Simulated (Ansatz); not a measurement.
TiB2 (space group P6/mmm, No. 191)

```cif
data_B2Ti
_chemical_formula_sum 'Ti1 B2'
_space_group_name_H-M_alt 'P6/mmm'
_space_group_IT_number 191
_space_group_name_Hall '-P 6 2'
_cell_length_a 3.02469
_cell_length_b 3.02469
_cell_length_c 3.22263
_cell_angle_alpha 90.000
_cell_angle_beta 90.000
_cell_angle_gamma 120.000
loop_
_atom_site_label
_atom_site_type_symbol
_atom_site_symmetry_multiplicity
_atom_site_Wyckoff_symbol
_atom_site_fract_x
_atom_site_fract_y
_atom_site_fract_z
_atom_site_occupancy
Ti1 Ti 1 a 0.00000 0.00000 0.00000 1
B1 B 2 d 0.33333 0.66667 0.50000 1
```

All numbers come from Kohn–Sham DFT with the r2SCAN functional, run in Ansatz (a first-principles code) with PAW and 500 eV plane waves, no SOC. Settings: 18×18×14 k-points, 0.05 eV Fermi–Dirac smearing.

Volume per atom: 8.51 Å³
Density: 4.52 g/cm³
Band gap: zero
Total energy: -940.280 eV/atom (σ→0; compares only within this code and set-up)

Whether these cells are dynamically stable was not tested. The final runs are not spin-polarised.
